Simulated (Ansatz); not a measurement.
## TiO2, response to strain

Consider TiO$_{2}$ in the anatase structure (space group I4_1/amd, No. 141; a = 3.739 Å, c = 9.455 Å). Axes: x, y, z lie along a, b, c of the conventional cell.

Strains are applied to the cell and any free atomic positions relax.

Method: Ansatz (an electronic-structure program) LDA, no spin-orbit coupling.

Notes on the quantities. pressure: mean of the normal stresses, compression positive.

```tsv
variant	band gap	volume per atom	smallest direct gap	pressure	largest internal atomic displacement
base	2.08 eV	11.02 Å³	2.44 eV	0.00 GPa	–
uniaxial strain ε_zz = +0.60 %	2.10 eV	11.08 Å³	2.44 eV	-1.04 GPa	–
uniaxial strain ε_zz = +1.20 %	2.12 eV	11.15 Å³	2.44 eV	-2.05 GPa	0.014 Å
uniaxial strain ε_zz = +1.80 %	2.14 eV	11.22 Å³	2.45 eV	-3.07 GPa	0.021 Å
uniaxial strain ε_zz = +2.40 %	2.16 eV	11.28 Å³	2.45 eV	-4.06 GPa	0.028 Å
uniaxial strain ε_zz = +3.00 %	2.18 eV	11.35 Å³	2.45 eV	-5.04 GPa	0.034 Å
```

Whether these cells are dynamically stable was not tested. All final runs are without spin polarisation.
